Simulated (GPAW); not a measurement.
## GPAW run on SnO (Cmc2_1, 8 atoms in the cell): self-consistent single point

Computed with PBEsol, GPAW PAW datasets PBEsol (made by gpaw-setup) (plane waves; GPAW).

Input as run:

```python
from ase import Atoms
from ase.units import GPa
from gpaw import GPAW, PW, FermiDirac

atoms = Atoms(['Sn', 'Sn', 'Sn', 'Sn', 'O', 'O', 'O', 'O'],
              cell=[[2.250903, -2.778397, 0.000000],
                    [2.250903, 2.778397, 0.000000],
                    [0.000000, 0.000000, 12.154142]],
              positions=[[2.250903, -2.623974, 12.152076],
                         [2.250903, 2.623974, 6.075005],
                         [2.250903, -0.686597, 9.367440],
                         [2.250903, 0.686597, 3.290369],
                         [2.250903, -0.515170, 11.539750],
                         [2.250903, 0.515170, 5.462679],
                         [2.250903, 2.752002, 9.985114],
                         [2.250903, -2.752002, 3.908043]],
              pbc=True)

calc = GPAW(mode=PW(900),
            xc='PBEsol',
            kpts={'size': (4, 4, 2), 'gamma': True},
            occupations=FermiDirac(0.0),
            nbands=-8,
            convergence={'bands': -6},
            symmetry={'symmorphic': False, 'tolerance': 0.0005},
            maxiter=150,
            txt='-')

atoms.calc = calc

energy = atoms.get_potential_energy()
print('Energy (eV):', round(energy, 6))
forces = atoms.get_forces()
print('Forces (eV/Ang):')
print(forces.round(5))
stress = atoms.get_stress()
print('Stress (GPa, Voigt):', (stress / GPa).round(4))
```

Output (repeated stretches shortened):

```
Input parameters:
  convergence: {bands: -6}
  kpts: {gamma: True,
         size: (4, 4, 2)}
  maxiter: 150
  mode: {ecut: 900.0000000000001,
         name: pw}
  nbands: -8
  occupations: {fixmagmom: False,
                name: fermi-dirac,
                width: 0.0}
  symmetry: {symmorphic: False,
             tolerance: 0.0005}
  xc: PBEsol

species:
  Sn:
    name: Tin
    Z: 50.0
    valence: 14
    core: 36
    charge: 0.0
    file: Sn.PBEsol.gz

    # Using partial waves for Sn as LCAO basis

  O:
    name: Oxygen
    Z: 8.0
    valence: 6
    core: 2
    charge: 0.0
    file: O.PBEsol.gz

    # Using partial waves for O as LCAO basis

Reference energy: -679879.481128  # eV

Spin-paired calculation

Convergence criteria:
 Maximum [total energy] change in last 3 cyles: 0.0005 eV / valence electron
 Maximum integral of absolute [dens]ity change: 0.0001 electrons / valence electron
 Maximum integral of absolute [eigenst]ate change: 4e-08 eV^2 / valence electron
 Maximum number of scf [iter]ations: 150

Symmetries present (total): 4
Symmetries with fractional translations: 2
32 k-points: 4 x 4 x 2 Monkhorst-Pack grid + [1/8,1/8,1/4]
14 k-points in the irreducible part of the Brillouin zone
       k-points in crystal coordinates                weights
   0:     0.00000000    0.00000000    0.00000000          1/32
   1:     0.00000000    0.00000000    0.50000000          1/32
   2:     0.25000000   -0.25000000    0.00000000          2/32
   [... 7 lines left out ...]
          ...
  13:     0.50000000    0.50000000    0.50000000          1/32

Wave functions: Plane wave expansion
  Cutoff energy: 900.000 eV
  Number of coefficients (min, max): 9284, 9338
  Pulay-stress correction: 0.000000 eV/Ang^3 (de/decut=0.000000)

Occupation numbers: # Zero width

Eigensolver

Densities:
  Coarse grid: 25*25*90 grid
  Fine grid: 50*50*180 grid
  Total Charge: 0.000000

Density mixing:
  Method: separate
  Backend: pulay
  Linear mixing parameter: 0.05
  old densities: 5
  Damping of long wavelength oscillations: 50

Hamiltonian:
  XC and Coulomb potentials evaluated on a 50*50*180 grid
  External potential:
    NoExternalPotential

XC parameters: PBEsol with 2 nearest neighbor stencil

Number of atoms: 8
Number of atomic orbitals: 52
Number of bands in calculation: 48
Number of valence electrons: 80
Bands to converge: 42

Density initialized from atomic densities
  48 bands from LCAO basis set

Atomic positions and initial magnetic moments

Positions:
   0 Sn     2.250903   -2.623974   12.152076    ( 0.0000,  0.0000,  0.0000)
   1 Sn     2.250903    2.623974    6.075005    ( 0.0000,  0.0000,  0.0000)
   2 Sn     2.250903   -0.686597    9.367440    ( 0.0000,  0.0000,  0.0000)
   3 Sn     2.250903    0.686597    3.290369    ( 0.0000,  0.0000,  0.0000)
   4 O      2.250903   -0.515170   11.539750    ( 0.0000,  0.0000,  0.0000)
   5 O      2.250903    0.515170    5.462679    ( 0.0000,  0.0000,  0.0000)
   6 O      2.250903    2.752002    9.985114    ( 0.0000,  0.0000,  0.0000)
   7 O      2.250903   -2.752002    3.908043    ( 0.0000,  0.0000,  0.0000)

Unit cell:
           periodic     x           y           z      points  spacing
  1. axis:    yes    2.250903   -2.778397    0.000000    25     0.1399
  2. axis:    yes    2.250903    2.778397    0.000000    25     0.1399
  3. axis:    yes    0.000000    0.000000   12.154142    90     0.1350

  Lengths:   3.575759   3.575759  12.154142
  Angles:   90.000000  90.000000 101.975058

Effective grid spacing dv^(1/3) = 0.1393

     iter     time        total  log10-change:
                         energy   eigst   dens
iter:   1 --:--:--   -55.456124   +0.30
iter:   2 --:--:--   -53.343297   -0.70  -1.04
iter:   3 --:--:--   -49.277922   -0.47  -1.10
iter:   4 --:--:--   -49.178954   -1.54  -1.39
iter:   5 --:--:--   -49.194322   -1.24  -1.49
iter:   6 --:--:--   -49.086489   -1.86  -1.88
iter:   7 --:--:--   -49.056029   -1.69  -2.05
iter:   8 --:--:--   -49.037139   -2.99  -2.06
iter:   9 --:--:--   -49.038533c  -3.16  -2.83
iter:  10 --:--:--   -49.036946c  -3.95  -2.73
iter:  11 --:--:--   -49.036953c  -4.96  -3.51
iter:  12 --:--:--   -49.036935c  -5.98  -3.61
iter:  13 --:--:--   -49.036935c  -6.02  -3.67
iter:  14 --:--:--   -49.036926c  -5.99  -3.73
iter:  15 --:--:--   -49.036911c  -6.21  -3.84
iter:  16 --:--:--   -49.036911c  -7.49c -4.04c

Converged after 16 iterations.

Dipole moment: (0.000000, 0.000000, 4.245338) |e|*Ang

Energy contributions relative to reference atoms: (reference = -679879.481128)

Kinetic:        +51.755957
Potential:      -54.157800
External:        +0.000000
XC:             -47.147463
Entropy (-ST):   +0.000000
Local:           +0.512394
SIC:             +0.000000
--------------------------
Free energy:    -49.036911
Extrapolated:   -49.036911

Showing only first 2 kpts
 Kpt  Band  Eigenvalues  Occupancy
  0    38      3.54054    2.00000
  0    39      4.92111    2.00000
  0    40      7.75282    0.00000
  0    41      7.81530    0.00000

  1    38      4.33910    2.00000
  1    39      4.33910    2.00000
  1    40      7.73836    0.00000
  1    41      7.73836    0.00000

Fermi level: 5.74634

Gap: 1.650 eV
Transition (v -> c):
  (s=0, k=0, n=39, [0.00, 0.00, 0.00]) -> (s=0, k=12, n=40, [0.50, 0.50, 0.00])
Direct/indirect transitions are different
Direct gap: 2.084 eV
Transition at: (s=0, k=8, n=39, [0.50, 0.00, 0.00])
Energy (eV): -49.036911

Forces in eV/Ang:
  0 Sn    0.00000    0.09484   -0.43278
  1 Sn    0.00000   -0.09484   -0.43278
  2 Sn    0.00000   -0.09854    0.44476
  3 Sn    0.00000    0.09854    0.44476
  4 O     0.00000   -0.11376   -0.17337
  5 O     0.00000    0.11376   -0.17337
  6 O     0.00000    0.13096    0.16248
  7 O     0.00000   -0.13096    0.16248

Stress tensor:
     0.025453     0.000000     0.000000
     0.000000     0.026154     0.000000
     0.000000     0.000000     0.024371
Stress (GPa, Voigt): [4.0781 4.1903 3.9047 0.     0.     0.    ]
```

The run converged in 16 iterations. GPAW prints stress with tension positive.

At such cutoffs GPAW's stress carries a finite-basis (Pulay) error, which enters relaxed cells too; its log prints stress with tension positive.

The starting cell comes from a database of computed structures (which also holds hypothetical and non-ambient phases and stackings), without a prior relaxation at this level. Its lattice was rescaled by a random factor within 2.5 % of one.

Cost on one core of a shared machine: roughly 3 min.
